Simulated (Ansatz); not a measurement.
## Ansatz run on SrGaGe (P3m1, 3 atoms in the cell): self-consistent single point

Computed with PBEsol, default PAW files made with PBE (plane waves; Ansatz, an electronic-structure program).

Input:

Ansatz 0.2 input:
```yaml
crystal:
  lattice:
    - [4.256602, 0.000000, 0.000000]
    - [-2.128301, 3.686326, 0.000000]
    - [0.000000, 0.000000, 4.697555]
  atoms:
    - { symbol: Sr, position: [0.000000, 0.000000, 0.010644] }
    - { symbol: Ga, position: [0.333333, 0.666667, 0.500000] }
    - { symbol: Ge, position: [0.666667, 0.333333, 0.500000] }
basis:
  ecutwfc: 420.0 eV
kpoints:
  mp_grid:
    grid: [9, 9, 7]
hamiltonian:
  xc: pbesol
  pseudopotentials:
    kind: paw
scf:
  occupations:
    method: gaussian
    width: 0.1 eV
output:
  forces: true
  eigenvalues: true
  stress: true
```

Log, with long lists cut:

```
WARN the atoms were moved onto the symmetric positions of the space group found under crystal.symmetry.tolerance 1.0e-5 (fractional …
WARN ansatz: RAYON_NUM_THREADS=1 ignored (pool sized by the plan → 1); use --threads N
Pseudopotentials: kind: paw
Pseudopotential: Sr, paw, valence charge 10
Pseudopotential: Ga, paw, valence charge 13
Pseudopotential: Ge, paw, valence charge 14
Crystal: 3 atoms, lattice volume = 73.710 Å³
Basis set: ecut = 420 eV, 1461 PW (Γ), exchange–correlation on 60×60×64 points (8 copies of the dense FFT grid, shifted against one another)
Bands: 23, of which v1, the nominal top of the filled ones, is band 19 counted from 1 (18 counted from 0)
Symmetry: 6 space group operations
Space group: P3m1 (ITA 156), of the structure as read, at distance tolerance 4.2e-5 Å
k-points: 69 of 567 (time reversal used)
PAW frozen core: Sr, regenerated for the run's functional, and the local potential with it
PAW frozen core: Ga, regenerated for the run's functional, and the local potential with it
PAW frozen core: Ge, regenerated for the run's functional, and the local potential with it
Initial density: superposition of atomic densities (neutral atoms: chi_scale 0, normalization atom), corrected by the library's trained network
Initial wavefunctions: pseudopotential atomic-orbital guess
Eigensolver: davidson
Functional: x = pbesol(κ = 0.804, μ = 0.12345679012345678), c = pbesol(β = 0.046)
SCF iter   1: F=—  HF=-11490.607952 eV  |F-HF|=—  |Δ(HF+E_count)|=         —  Δρ=3.99e-3  dr2=3.34e-2  ethr=1.77e-3  ⟨swp⟩=6.5  Hψ=7991  notcnv=0
all-band conjugate gradients solve this SCF's bands
preconditioner: auto → Resta (q_TF=auto, 2.432 Å⁻¹)
SCF iter   2: F=—  HF=-11490.597409 eV  |F-HF|=—  |Δ(HF+E_count)|=   1.05e-2  Δρ=1.80e-3  dr2=8.11e-3  ethr=9.03e-5  ⟨swp⟩=2.6  Hψ=2902  notcnv=0  defer=2
SCF iter   3: F=—  HF=-11490.594885 eV  |F-HF|=—  |Δ(HF+E_count)|=   2.52e-3  Δρ=5.80e-4  dr2=1.77e-4  ethr=2.19e-5  ⟨swp⟩=2.1  Hψ=1925  notcnv=0  defer=2
SCF iter   4: F=—  HF=-11490.594793 eV  |F-HF|=—  |Δ(HF+E_count)|=   9.18e-5  Δρ=2.19e-4  dr2=4.23e-5  ethr=4.78e-7  ⟨swp⟩=2.0  Hψ=2784  notcnv=0  defer=2
SCF iter   5: F=—  HF=-11490.594797 eV  |F-HF|=—  |Δ(HF+E_count)|=   3.48e-6  Δρ=9.25e-5  dr2=9.55e-6  ethr=1.14e-7  ⟨swp⟩=2.6  Hψ=2799  notcnv=0  defer=6
SCF iter   6: F=—  HF=-11490.594793 eV  |F-HF|=—  |Δ(HF+E_count)|=   3.50e-6  Δρ=3.49e-5  dr2=1.43e-6  ethr=2.58e-8  ⟨swp⟩=2.0  Hψ=2233  notcnv=0  defer=7
SCF iter   7: F=—  HF=-11490.594793 eV  |F-HF|=—  |Δ(HF+E_count)|=   5.42e-7  Δρ=1.20e-5  dr2=1.03e-7  ethr=3.88e-9  ⟨swp⟩=2.0  Hψ=2785  notcnv=0  defer=7
SCF iter   8: F=-11490.594793 eV  HF=-11490.594793 eV  |F-HF|=1.19e-9  |Δ(HF+E_count)|=  5.78e-10  Δρ=2.46e-6  dr2=3.72e-9  ethr=2.70e-10  ⟨swp⟩=6.7  Hψ=7305  notcnv=0
SCF 1 converged in 8 iterations: F = -11490.594793 eV  dr2 = 3.72e-9
SCF converged after 8 iterations
Free energy (F): -11490.594793 eV
Harris-Foulkes:  -11490.594793 eV  (|F-HF|=1.19e-9)
Internal energy: -11490.589422 eV  (E = F + TS)
E sigma→0 (E₀):  -11490.592107 eV
Entropy (-TS):   -0.005371 eV (-1.790 meV/atom)
Fermi energy:    9.197514 eV
--- Per-component energies (eV) ---
  E_band       = -273.930761
  E_kinetic    = 473.485730
  E_local      = -5317.087152  (includes V_loc(G=0)·N_el)
  E_nonlocal   = 1046.774316
  E_hartree    = 2285.546277
  E_xc         = -316.138820
  E_vxc        = -285.643327  (∫ρ·V_xc dr)
  E_paw        = -6570.908792  (= ΣΔE_a)
  E_vpaw       = -762.553133  (= ΣTr[D̂ρ^β])
  E_aug_tail   = 0.000163  (compensation charges beyond the density's cutoff)
  E_ewald      = -3094.176405
  E_core_change = 1.915261  (= ΣΔE_core)
  E_smearing   = -0.005371  (= −TS)
  E_closure    = 0.000000  (closes the sum)
  Σ components = -11490.594793   (vs F -11490.594793, Δ=0.00e0)
--- Forces (eV/Å), atoms counted from 1 ---
  atom   1  Sr     0.00000000     0.00000000    -0.17985694
  atom   2  Ga    -0.00000000    -0.00000000     0.08134803
  atom   3  Ge     0.00000000     0.00000000     0.09851390
  max |Σ_I F_I| component: 5.00e-6 eV/Å
--- Stress (GPa, compression-positive) ---
       -0.519574      -0.000000       0.000000
       -0.000000      -0.519574      -0.000000
        0.000000      -0.000000      -1.016420
  P = ⅓ Tr σ = -0.6852 GPa (-6.852 kbar)
  The stress holds the Pulay correction. Without it, at fixed plane waves, as pw.x and ABINIT print it: P = -0.7056 GPa
--- Band table (eV; the first three rows and the last of 69) ---
  k-point 0: bands = ["-26.2291", "-15.4362", "-15.4362", "-15.3730", "-15.3730", "-15.3726", "-8.3670", "-8.1989", "-8.1989", "-5.9992", "-5.9992", "-5.9613", "-5.9059", "-5.9059", "-1.7177", "7.3198", "7.8560", "7.8560", "8.2871", "9.1464", [...]
  k-point 1: bands = ["-26.2288", "-15.4362", "-15.4362", "-15.3731", "-15.3731", "-15.3724", "-8.3894", "-8.1978", "-8.1978", "-6.0001", "-6.0001", "-5.9599", "-5.9052", "-5.9052", "-1.6226", "6.5258", "7.9275", "7.9275", "8.4281", "9.9304", [...]
  k-point 2: bands = ["-26.2279", "-15.4361", "-15.4361", "-15.3732", "-15.3732", "-15.3721", "-8.4387", "-8.1952", "-8.1952", "-6.0021", "-6.0021", "-5.9568", "-5.9038", "-5.9038", "-1.3959", "5.4969", "8.1062", "8.1062", "8.6028", "10.9737", [...]
  k-point 68: bands = ["-26.2149", "-15.4370", "-15.4361", "-15.3745", "-15.3740", "-15.3683", "-8.3900", "-8.3318", "-8.3205", "-6.0179", "-5.9618", "-5.9153", "-5.9093", "-5.9039", "0.4715", "2.0808", "5.3718", "7.5391", "8.2222", "12.0076", [...]
```

The run converged in 8 iterations.

The starting cell comes from a database of computed structures (which also holds hypothetical and non-ambient phases and stackings), without a prior relaxation at this level. Its lattice was rescaled by up to half a per cent. One atom was moved a little off its site on purpose. Ansatz's pressure includes its estimate of the finite-basis (Pulay) stress.
